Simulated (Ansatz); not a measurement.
The reference is Ti3Al (space group P6_3/mmc, No. 194; a = 5.755 Å, c = 4.655 Å).

Computed with PBE/PAW in Ansatz (a quantum-chemistry and plane-wave program), no spin-orbit coupling, earlier PAW set.

For the base:

```
Item        Value
--------  -------
Band gap     zero
Pressure  0.0 GPa
```

Perturbation: an isotropic linear strain of −0.60 %, atoms relaxed at fixed cell.

**Question.** What does the calculation give for the energy relative to the base after the change?

**Answer.** The energy rises by 2.0 meV/atom.

**Question.** Predict the new band gap.

**Answer.** The band gap stays zero.

**Question.** How does this affect the pressure?

**Answer.** The pressure (mean of the normal stresses, compression positive) goes from zero to 2.1 GPa.

Whether these cells are dynamically stable was not tested. The final runs are not spin-polarised.
